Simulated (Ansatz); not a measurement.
The starting structures come from a database of crystals and need not be the phases stable at ambient conditions.

By PBEsol, the system below comes out a metal.

The ballistic (Sharvin) conductance counts the channels at the Fermi level: G/A = (e²/h) × channels of both spins per area.

Consider the following.

```xyz
2
Lattice="3.5964 0.0000 0.0000 0.0000 3.5964 0.0000 0.0000 0.0000 3.5964" Properties=species:S:1:pos:R:3 pbc="T T T"
Mg     0.0000     0.0000     0.0000
Sc     1.7982     1.7982     1.7982
```

Space group of this cell: Pm-3m, CsCl type. The cell is taken as given; by PBEsol its mean pressure is -1.4 GPa.

The current flows along the normal of the first two printed cell vectors, the (001) plane of the conventional cell. No spin-orbit coupling; the value is a mean over 0.1 eV about the Fermi level.

Question: State the ballistic conductance per area according to PBEsol run with Ansatz (an electronic-structure program).

Answer: 0.70 × 10¹⁵ S/m² for both spins.
